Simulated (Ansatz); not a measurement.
Given:

```
CELL_PARAMETERS angstrom
      0.00000     3.11418     3.11418
      3.11418     0.00000     3.11418
      3.11418     3.11418     0.00000
ATOMIC_POSITIONS crystal
  S  0.75000 0.75000 0.75000
  Ca 0.00000 0.00000 0.00000
```

No spin polarisation.

Calculations: PBEsol, PAW, 420 eV (Ansatz, a program for electronic structure; spin-orbit coupling left out). k-mesh 9×9×9 (Γ-centred); smearing 0.05 eV (Fermi–Dirac).

Q: Estimate the electron mass.

A: 0.35 mₑ (at Γ).

Q: What is the computed band gap?

A: 3.59 eV.

Masses are band curvatures over ±0.01 Å⁻¹ around the edge. Whether these cells are dynamically stable was not tested. The cell was made from BeS by this change: Be → Ca; the result is a hypothetical phase, not in the database extracts checked.
